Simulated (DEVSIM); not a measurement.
System: Ru/Al2O3/n-Si capacitor, at 250 K.

```csv
layer (left to right),material,thickness (nm),Nd (cm⁻³)
1,Al2O3,2.40,-
2,Si,350,2.7e18
```

Metal gate on the left, work function 4.7 eV. Fixed charge at the semiconductor interface 1.8e10 cm⁻² (in units of +e); no interface traps.

This is a model device: material constants are rounded textbook-type values typed into the input, and sizes, dopings and lifetimes were drawn at random. Values at 300 K; Nc and Nv go as T^1.5, mobilities as T to minus their exponent, the gap by Varshni's rule with the affinity fixed.

```csv
parameter,Al2O3,Si
gap (eV),6.8,1.124
affinity (eV),1.35,4.05
permittivity,9,11.7
Nc (cm⁻³),-,2.86e19
Nv (cm⁻³),-,3.1e19
Varshni α (eV/K),-,0.000473
Varshni β (K),-,636
```

Simulated with DEVSIM: 1D Poisson equation in equilibrium, Boltzmann statistics, complete ionisation; no quantum confinement or tunnelling. Metal contacts follow the ideal Schottky-Mott rule: no Fermi-level pinning, no interface dipoles.

The Al2O3 thickness was swept, all else fixed.

```tsv
Al2O3 thickness (μm)	threshold voltage (band bending 2φF) (V)	capacitance of the dielectric stack (μF/cm²)	minimum of the low-frequency capacitance (μF/cm²)
0.00096	(withheld)	8.30	(withheld)
0.0013	-0.60	6.13	0.461
0.0017	-0.65	4.69	0.454
0.002	-0.68	3.98	0.446
0.0024	-0.73	3.32	0.434
0.0029	-0.79	2.75	0.424
```

Question: Complete the blanks.

Answer: 
- 0.00096, threshold voltage (band bending 2φF) (V): -0.56
- 0.00096, minimum of the low-frequency capacitance (μF/cm²): 0.477
